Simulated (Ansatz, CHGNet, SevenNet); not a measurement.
V₂AlC (P6₃/mmc, No. 194; start mp-1025497): properties by level of theory

```json
[
 {"level (code)": "CHGNet-r²SCAN (CHGNet)", "lattice constant a (Å)": "2.907", "c axis length (Å)": "12.950"},
 {"level (code)": "SevenNet-0 (SevenNet)", "lattice constant a (Å)": "2.914", "c axis length (Å)": "13.134"},
 {"level (code)": "LDA (Ansatz)", "lattice constant a (Å)": "2.857", "c axis length (Å)": "12.899"},
 {"level (code)": "PBEsol (Ansatz)", "lattice constant a (Å)": "2.878", "c axis length (Å)": "13.024"},
 {"level (code)": "PBE-D3(BJ) (Ansatz)", "lattice constant a (Å)": "2.869", "c axis length (Å)": "12.985"}
]
```

Caveats: the relaxation could not lower the start's symmetry, so the cell can be a saddle point above a distorted one (CHGNet-r²SCAN, SevenNet-0, LDA, PBEsol, PBE-D3(BJ)). Ansatz's density-functional and Hartree–Fock values are scalar-relativistic unless marked +SOC, with PAW data made under PBE.

The crystal itself was run without spin with LDA, PBEsol, PBE-D3(BJ).

Static lattice: no zero-point or thermal effects.

A start named mp-… is a Materials Project structure, which can be a computed phase never made.

Ansatz is a first-principles code.
